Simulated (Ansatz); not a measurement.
**Effect of As → P on BAs**

The reference is BAs in the zinc blende structure (space group F-43m, No. 216; a = 4.809 Å).

Perturbation: every As is replaced by P, then cell and atoms are relaxed.

Calculations: PBE (Ansatz, an electronic-structure program; PAW; 420 eV plane waves; scalar-relativistic without spin-orbit coupling). k-mesh 12×12×12 (Γ-centred); smearing 0.05 eV (Fermi–Dirac).

The volume per atom shrinks by 2.14 Å³, from 13.90 Å³ to 11.76 Å³ and the density falls by 2.17 g/cm³, from 5.12 g/cm³ to 2.95 g/cm³. The space group is still F-43m (No. 216) and the shortest interatomic distance shrinks by 0.113 Å, from 2.083 Å to 1.970 Å. The band gap goes up by 0.04 eV (1.21 eV → 1.25 eV) and the smallest direct gap rises by 0.138 eV, from 3.26 eV to 3.39 eV. The width of the top valence band increases by 0.36 eV to 5.43 eV and the electron mass goes from 1.1 mₑ along k, 0.22 mₑ across (off the special points) to 1.3 mₑ along k, 0.23 mₑ across (off the special points). The hole mass (degenerate bands, along [100]) changes from 0.21, 0.24, 0.24 mₑ (at Γ) to 0.26, 0.26, 0.33 mₑ (at Γ).

Effective masses come from finite differences of ±0.01 Å⁻¹. Along k means along the line from Γ to the band edge. Whether these cells are dynamically stable was not tested.
